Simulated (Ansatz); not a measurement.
What Pb → Bi does to CsPbCl3

Start from CsPbCl3 in the cubic perovskite structure (space group Pm-3m, No. 221; a = 5.6735 Å).

Perturbation: every Pb is replaced by Bi; the structure is relaxed again.

The values are results of r2SCAN (Ansatz, a first-principles code), scalar-relativistic without spin-orbit coupling, not measurements. Γ-centred 8×8×8 mesh, Fermi–Dirac width 0.05 eV, for the changed cell.

Space group: Pm-3m (No. 221) (base Pm-3m (No. 221))
Band gap: zero (base 2.46 eV)

With Pb present, leaving out spin-orbit coupling can change the band edges. No phonon test of stability was made. As relaxed here, CsBiCl3 is a hypothetical phase, not in the database extracts checked. The final runs are not spin-polarised. An odd electron count without spin: CsBiCl3. Many cubic perovskites are stable only at high temperature; tilts and polar distortions were not tested. This is not the structure that CsPbCl3 has at room temperature and ambient pressure.
